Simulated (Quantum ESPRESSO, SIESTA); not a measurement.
A Quantum ESPRESSO input for a self-consistent single point of Lu (P6_3/mmc, 4 atoms in the cell) (DFT, PBEsol, plane waves, PSlibrary PAW (PBE) pseudopotentials):

```fortran
&CONTROL
 calculation = 'scf'
 prefix = 'scf'
 outdir = './work'
 pseudo_dir = './'
 tprnfor = .true.
 tstress = .true.
/
&SYSTEM
 ibrav = 0
 nat = 4
 ntyp = 1
 ecutwfc = 50
 ecutrho = 400
 occupations = 'smearing'
 smearing = 'gaussian'
 degauss = 0.0073499
 input_dft = 'pbesol'
/
&ELECTRONS
 conv_thr = 1.0d-10
/
ATOMIC_SPECIES
Lu   174.9668  Lu.pbe-spdn-kjpaw_psl.1.0.0.UPF
ATOMIC_POSITIONS {crystal}
Lu    0.0000000000    0.0000000000    0.0000000000
Lu    0.0000000000    0.0000000000    0.5000000000
Lu    0.3333333333    0.6666666667    0.2500000000
Lu    0.6666666667    0.3333333333    0.7500000000
K_POINTS {automatic}
8 8 2  0 0 0
CELL_PARAMETERS {angstrom}
   3.4245326685     0.0000000000     0.0000000000
  -1.7122663343     2.9657322870     0.0000000000
   0.0000000000     0.0000000000    11.0184570000
```

Task: Translate this input to SIESTA.

Result: One input that does it (others would too):

```
# files in the folder: Lu.psml (PseudoDojo PBEsol standard)
SystemName  Lu
SystemLabel lu

NumberOfAtoms                4
NumberOfSpecies              1
%block ChemicalSpeciesLabel
  1 71 Lu
%endblock ChemicalSpeciesLabel
LatticeConstant              1.0 Ang
%block LatticeVectors
     3.424533000    0.000000000    0.000000000
    -1.712267000    2.965732000    0.000000000
     0.000000000    0.000000000   11.018457000
%endblock LatticeVectors
AtomicCoordinatesFormat      ScaledCartesian
%block AtomicCoordinatesAndAtomicSpecies
     0.000000000    0.000000000    0.000000000  1
     0.000000000    0.000000000    5.509228500  1
    -0.000002046    1.977155655    2.754614250  1
     1.712268046    0.988576345    8.263842750  1
%endblock AtomicCoordinatesAndAtomicSpecies

XC.functional                GGA
XC.authors                   PBEsol
PAO.BasisSize                DZP
PAO.EnergyShift              0.01 Ry
MeshCutoff                   350 Ry
%block kgrid.MonkhorstPack
    8   0   0  0.0
    0   8   0  0.0
    0   0   2  0.0
%endblock kgrid.MonkhorstPack
OccupationFunction           MP
OccupationMPOrder            0
ElectronicTemperature        1160.45 K

MaxSCFIterations             150
SCF.Mixer.Method             Pulay
SCF.Mixer.Weight             0.25
SCF.Mixer.History            6
SCF.DM.Tolerance             1.0E-05
Diag.ParallelOverK           true
WriteForces                  true
```

Basis settings and potentials, where a program has them, do not carry over. This input uses DFT, GGA PBEsol, numerical atomic orbitals DZP, PseudoDojo PBEsol standard norm-conserving potentials (rewritten from UPF to PSML). Both were run: pressure -1.13 GPa in Quantum ESPRESSO and -0.08 in SIESTA.

On Quantum ESPRESSO: the starting cell was generated: these elements placed on a structure prototype, without a prior relaxation; it need not be a known phase or ordering of this composition. Its lattice was rescaled by a random factor within 2.5 % of one.

On SIESTA: the starting cell was generated: these elements placed on a structure prototype, without a prior relaxation; it need not be a known phase or ordering of this composition. Its lattice was rescaled by a random factor within 2.5 % of one. Values carry the incompleteness of an atom-centred basis.
